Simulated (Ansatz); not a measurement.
Results of r²SCAN (plane waves, PAW; Ansatz, an electronic-structure program) for Sb (within 0.1 Å of Pm-3m, No. 221, 4 atoms in the cell; start mp-567409; another form than the element's usual one).

Numerical settings: plane-wave cutoff 560 eV, 12×12×10 k mesh (along the axes of the cell as run), Fermi–Dirac smearing 0.05 eV, scalar-relativistic PAW data made under PBE.

Cell (relaxed at this level):

```cif
data_Sb4
_chemical_formula_sum 'Sb4'
_space_group_name_H-M_alt 'P 1'
_space_group_IT_number 1
_cell_length_a 4.36135
_cell_length_b 4.36142
_cell_length_c 6.18177
_cell_angle_alpha 90.000
_cell_angle_beta 90.005
_cell_angle_gamma 90.000
loop_
_space_group_symop_operation_xyz
  'x, y, z'
loop_
_atom_site_label
_atom_site_type_symbol
_atom_site_fract_x
_atom_site_fract_y
_atom_site_fract_z
_atom_site_occupancy
Sb1 Sb 0.75000 0.75000 0.25000 1
Sb2 Sb 0.25000 0.25000 0.75000 1
Sb3 Sb 0.25000 0.25000 0.25000 1
Sb4 Sb 0.75000 0.75000 0.75000 1
```

Problem. Estimate the bulk modulus B0 that the calculation returns.

Solution. 
* **bulk modulus B0**: 60.5 GPa

The run finds no gap.

Note: the bulk modulus is −V dP/dV from two relaxed cells at ±2 % in volume.

Spin–orbit coupling is not included; it can open a gap where bands touch, and shift volumes and moduli.

Cost on a shared machine: roughly 80 core-minutes.

A start named mp-… is a Materials Project structure, which need not be a measured phase.
